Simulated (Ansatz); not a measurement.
**Effect of pressure −1 GPa on CsSnI3**

The reference is CsSnI$_{3}$ in the cubic perovskite structure (space group Pm-3m, No. 221; a = 6.130 Å).

Modification: hydrostatic tension (pressure −1 GPa).

Computed with PBEsol (Ansatz, a program for electronic structure; PAW; 420 eV plane waves; no spin-orbit coupling). Γ-centred 8×8×8 mesh, Fermi–Dirac width 0.05 eV.

The density falls by 0.284 g/cm³ (4.56 g/cm³ → 4.27 g/cm³) and the shortest interatomic distance grows by 6.65 pm (306.5 pm → 313.2 pm). The enthalpy H = E + PV relative to the base's energy is -0.30 eV/atom and the band gap grows by 0.29 eV to 0.39 eV. The gap character remains direct at R and the mean gap deformation potential ΔEg/Δln V comes out as +4.5 eV. The width of the top valence band shrinks by 0.404 eV to 2.03 eV.

Cost of the whole job for the changed cell (relaxation, final SCF and bands): around 2.2 core-minutes (rough).

Spin-orbit coupling, missing from the scalar runs, can matter with I. Load acts through the strain it causes; cell and atoms are relaxed under it. Whether these cells are dynamically stable was not tested. Many cubic perovskites are stable only at high temperature; tilts and polar distortions were not tested. A zero or small gap of CsSnI3 can be the functional's error rather than a property of the material.
